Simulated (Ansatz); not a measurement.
Results of PBE0 in Ansatz (PAW) for KF (Pm-3m, No. 221, 2 atoms in the cell; start mp-8454; a measured phase of this formula has another space group).

Run with plane-wave cutoff 460 eV, 8×8×8 k mesh, Fermi–Dirac smearing 0.01 eV, scalar-relativistic PAW data made under PBE.

Cell (relaxed with PBEsol):

```
KF
1.0
    3.17602     0.00000     0.00000
    0.00000     3.17602     0.00000
    0.00000     0.00000     3.17602
K F
1 1
Direct
  0.00000   0.00000   0.00000
  0.50000   0.50000   0.50000
```

Q: What does this level give for the band gap and smallest direct gap on the k points sampled?

A: 
* **band gap**: 9.70 eV (on the SCF k mesh) (indirect)
* **smallest direct gap on the k points sampled**: 9.73 eV

Note: cell and atoms aren't relaxed at this level (pressure 1.6 GPa).

The computed numbers hold no vibrational or temperature effects.

Computing time: roughly 90 core-seconds.

A start named mp-… is a Materials Project structure, which need not be a measured phase.

Ansatz is a first-principles code.
